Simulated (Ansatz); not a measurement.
Take MgS in the rock salt structure (space group Fm-3m, No. 225; a = 5.230 Å) as the base.

Computed with PBE (Ansatz, an electronic-structure program, PAW, spin-orbit coupling left out).

One change was made to it. Results:

```json
[
 {"quantity": "lattice parameter a", "base": "5.230 Å", "after": "4.975 Å"},
 {"quantity": "hole mass (degenerate bands, along [100])", "base": "0.25, 0.97, 0.97 mₑ (at Γ)", "after": "0.28, 0.82, 0.82 mₑ (at Γ)"},
 {"quantity": "gap character", "base": "indirect, Γ → X", "after": "indirect, Γ → X"},
 {"quantity": "band gap", "base": "2.76 eV", "after": "3.06 eV"},
 {"quantity": "width of the top valence band", "base": "2.31 eV", "after": "2.76 eV"}
]
```

Which of these changes matches the shifts?
A) pressure −2 GPa
B) pressure −1 GPa
C) pressure 30 GPa
D) pressure 15 GPa
E) pressure 0.9 GPa

D, pressure 15 GPa. For comparison, the band gap in the other runs: pressure 30 GPa gives 3.24 eV; pressure −1 GPa gives 2.73 eV; pressure −2 GPa gives 2.70 eV; pressure 0.9 GPa gives 2.78 eV.

Load acts through the strain it causes; cell and atoms are relaxed under it. Masses are band curvatures over ±0.01 Å⁻¹ around the edge. Whether these cells are dynamically stable was not tested. No other phases were tried under pressure.
